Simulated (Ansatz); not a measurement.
**Pressure series in HfN**

Take HfN in the rock salt structure (space group Fm-3m, No. 225; a = 4.525 Å) as the base.

Cell and atoms are relaxed at each pressure.

All numbers come from plane-wave PAW DFT at the r2SCAN level (Ansatz, a quantum-chemistry and plane-wave program, 500 eV), no spin-orbit coupling.

```json
[
 {"pressure (GPa)": "-1", "volume per atom (Å³/atom)": "11.627"},
 {"pressure (GPa)": "0", "volume per atom (Å³/atom)": "11.585"},
 {"pressure (GPa)": "0.9", "volume per atom (Å³/atom)": "11.549"},
 {"pressure (GPa)": "2.1", "volume per atom (Å³/atom)": "11.501"},
 {"pressure (GPa)": "4.5", "volume per atom (Å³/atom)": "?"},
 {"pressure (GPa)": "9", "volume per atom (Å³/atom)": "11.243"},
 {"pressure (GPa)": "15", "volume per atom (Å³/atom)": "11.041"},
 {"pressure (GPa)": "22.5", "volume per atom (Å³/atom)": "10.812"},
 {"pressure (GPa)": "30", "volume per atom (Å³/atom)": "10.605"}
]
```

**Question.** Fit the third-order Birch–Murnaghan form P(V) = (3B₀/2)[(V₀/V)^(7/3) − (V₀/V)^(5/3)]·[1 + (3/4)(B₀′ − 4)((V₀/V)^(2/3) − 1)] (squares taken in P) to the rows shown and predict the withheld row.

**Answer.** Least squares on the printed values gives V₀ = 11.585 Å³/atom, B₀ = 282 GPa, B₀′ = 4.2; this predicts 11.408 Å³/atom, and the run gives 11.408 Å³/atom, in agreement.

Load acts through the strain it causes; cell and atoms are relaxed under it. Stability against distortions was not tested. Competing high-pressure phases were not computed. All final runs are without spin polarisation. An odd electron count without spin: HfN.
